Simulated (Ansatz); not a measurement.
## How the band gap of BN (model structure, started from the GeS type, P6₃/mmc, No. 194, 8 atoms in the cell) moves with the method

No measured value is used here.

```tsv
level (code)	value (eV)	cell (Å³/atom)
LDA (Ansatz)	4.03 (indirect)	8.71
PBEsol (Ansatz)	4.25 (indirect)	9.56
r²SCAN (Ansatz)	4.78 (indirect)	9.00
```

Computed values are for a static lattice.  r²SCAN: the gap is read on the k mesh or supercell of the run alone and can be too large. Values are at the level's own relaxed cell; r²SCAN at the PBE-D3(BJ) cell. Cutoffs and k meshes differ between the levels. Ansatz's density-functional and Hartree–Fock values are scalar-relativistic unless marked +SOC, with PAW data made under PBE.

A model structure was made by putting elements into a prototype or built by hand; here it ended with the formula and space group of a phase in our tables.

Ansatz is a program for electronic structure.
